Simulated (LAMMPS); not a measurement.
MD of Cu (fcc) with 25 % of Cu sites Au at zero pressure over temperature, 4000 atoms; each row names its start.

Model: classical MD, pair style eam, the elements' _u3.eam files (universal-3 set of Foiles, Baskes and Daw), run in LAMMPS.

```json
[
 {"T (K), start": "300, crystal", "state": "crystal; no diffusion seen in 30 ps", "volume": "13.4156 ± 0.0001 Å³/atom", "enthalpy": "-3.5859 ± 0.0001 eV/atom", "first peak of g(r), Au-Cu": "2.66 Å, height 6.1", "coordination number of Au by Cu": "9.0 (counted to 3.22 Å)", "D(Au)": "-", "D(Cu)": "-"},
 {"T (K), start": "950, crystal", "state": "crystal; no diffusion seen in 30 ps", "volume": "13.8934 ± 0.0004 Å³/atom", "enthalpy": "-3.4039 ± 0.0001 eV/atom", "first peak of g(r), Au-Cu": "2.66 Å, height 3.7", "coordination number of Au by Cu": "9.3 (counted to 3.34 Å)", "D(Au)": "-", "D(Cu)": "-"},
 {"T (K), start": "1290, melt", "state": "liquid", "volume": "14.629 ± 0.002 Å³/atom", "enthalpy": "-3.2221 ± 0.0004 eV/atom", "first peak of g(r), Au-Cu": "2.62 Å, height 2.9", "coordination number of Au by Cu": "10.8 (counted to 3.66 Å)", "D(Au)": "(2.58 ± 0.03) × 10^-5 cm²/s", "D(Cu)": "(2.93 ± 0.04) × 10^-5 cm²/s"},
 {"T (K), start": "1560, melt", "state": "liquid", "volume": "14.973 ± 0.003 Å³/atom", "enthalpy": "-3.1319 ± 0.0006 eV/atom", "first peak of g(r), Au-Cu": "2.61 Å, height 2.6", "coordination number of Au by Cu": "10.6 (counted to 3.66 Å)", "D(Au)": "(4.34 ± 0.06) × 10^-5 cm²/s", "D(Cu)": "(5.1 ± 0.1) × 10^-5 cm²/s"},
 {"T (K), start": "1890, melt", "state": "liquid", "volume": "15.4089 ± 0.0004 Å³/atom", "enthalpy": "-3.0252 ± 0.0001 eV/atom", "first peak of g(r), Au-Cu": "2.59 Å, height 2.4", "coordination number of Au by Cu": "10.4 (counted to 3.70 Å)", "D(Au)": "(7.5 ± 0.2) × 10^-5 cm²/s", "D(Cu)": "(8.3 ± 0.2) × 10^-5 cm²/s"}
]
```

Caution (rows 300, crystal; 950, crystal): the random arrangement on this lattice is imposed, and need not be a phase that exists in equilibrium.

Caution (rows 950, crystal; 1290, melt; 1560, melt; 1890, melt): a run this short can hold a crystal over, or a liquid under, the potential's own melting point, which these runs don't give.

States go by the mean squared displacement: a species diffuses where it passes 1.5 Å², still rises and gives D over 1e-6 cm²/s; a crystal has left its structure where atoms lie 0.35 Å off their sites on average or a cubic box changes its shape by 3 %, or the axial ratios of another lie 8 % off the starting cell's, which the potential's own relaxation can also do.

Errors of D are the spread over four groups of atoms in one short run; a floor of about 5 %, a picked value, is safer.

Uncertainties are statistical and leave out the potential's own error.
